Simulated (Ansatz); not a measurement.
**Short convergence ladders for Au (P-1, 2 atoms in the cell)**

```xyz
2
Lattice="2.8296 0.0000 0.0000 -0.0130 2.8343 0.0000 -1.1436 -1.1913 4.9486" Properties=species:S:1:pos:R:3 pbc="T T T"
Au     0.0911     0.0819     3.6424
Au     1.5818     1.5610     1.3562
```

Base method: LDA (PW92), default PAW files made with PBE (plane waves; Ansatz, a first-principles code).

Base settings: basis.ecutwfc = 420 eV; kpoints.mp_grid.grid = 12 12 7; hamiltonian.xc = lda; hamiltonian.pseudopotentials = {kind: paw} (the program's default PAW files); scf.occupations.method = gaussian; scf.occupations.width = 0.1 eV.

Core times come from one kind of shared machine, to one figure; runs under 30 s give none.

**The width of Fermi-Dirac smearing**

In this ladder: kpoints.mp_grid.grid = 20 20 12; scf.occupations.method = fermi_dirac.

Narrow widths need finer meshes than wide ones, so the last steps can hold mesh noise.

Only quantities that move along the ladder and can be compared are tabulated; pressure and forces are left out, as mesh noise rules them at narrow widths.

| scf.occupations.width | free energy less the last step's (meV/atom) | energy extrapolated to zero width less the last step's (meV/atom) | core time / last (rough) |
|---|---|---|---|
| 1 eV | -801.99 | 144.82 | 1 |
| 0.5 eV | -150.39 | 29.33 | 0.7 |
| 0.3 eV | -45.91 | 3.94 | 1 |
| 0.2 eV | -18.96 | 0.32 | 0.9 |
| 0.1 eV | -3.78 | -0.01 | 1.0 |
| 0.05 eV | 0.00 | 0.00 | 1 |

Widest scf.occupations.width that holds the energy extrapolated to zero width within 0.5 meV/atom of the last step, with all finer ones: 0.2 eV; the step before is off by 3.9 meV/atom.

Widest scf.occupations.width that holds the free energy within 5 meV/atom: not settled: the last two steps still differ by 3.8 meV/atom, over half the tolerance, so the ladder does not show it.

The extrapolation to zero width removes most of the smearing's effect on the energy.

**The width of cold smearing**

In this ladder: kpoints.mp_grid.grid = 20 20 12; scf.occupations.method = cold.

Narrow widths need finer meshes than wide ones, so the last steps can hold mesh noise.

Only quantities that move along the ladder and can be compared are tabulated; pressure and forces are left out, as mesh noise rules them at narrow widths.

| scf.occupations.width | free energy less the last step's (meV/atom) | core time / last (rough) |
|---|---|---|
| 0.5 eV | 0.82 | 0.8 |
| 0.3 eV | 0.06 | 0.8 |
| 0.2 eV | 0.07 | 0.5 |
| 0.1 eV | 0.02 | 0.7 |
| 0.05 eV | 0.00 | 1 |

Widest scf.occupations.width that holds the free energy within 0.5 meV/atom of the last step, with all finer ones: 0.3 eV; the step before is off by 0.82 meV/atom.

On the base run: the starting cell comes from a database of computed structures (which also holds hypothetical and non-ambient phases and stackings), without a prior relaxation at this level. Its lattice was rescaled by up to half a per cent. One atom was moved a little off its site on purpose. In the base run, with a pressure of about -13 GPa the cell is away from its equilibrium volume at this level. Ansatz's pressure includes its estimate of the finite-basis (Pulay) stress.

Left out of this page: 4 runs of the series outside the window shown, repeating another row's setting, or not comparable; 1 run of the series unsound by tests on forces, stress, charge or solver warnings.

Keys are those of Ansatz 0.2.
